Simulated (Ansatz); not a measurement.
The parent structure is HgO in the zinc blende structure (space group F-43m, No. 216; a = 5.1961 Å; a hypothetical phase, not in the database extracts checked).

Level of theory: PBEsol (Ansatz, a first-principles code), without spin-orbit coupling.

Base values:

```
Quantity            Value
---------------  --------
Volume per atom  17.54 Å³
```

Perturbation: S takes the place of O on all its sites; the structure is relaxed again.

Tabulated Pauling electronegativity and covalent radius: O 3.44, 0.66 Å; S 2.58, 1.05 Å.

Q: How does this affect the volume per atom?

A: The volume per atom increases by 7.825 Å³ (17.54 Å³ → 25.36 Å³).

Stability against distortions was not tested. The final runs are not spin-polarised.
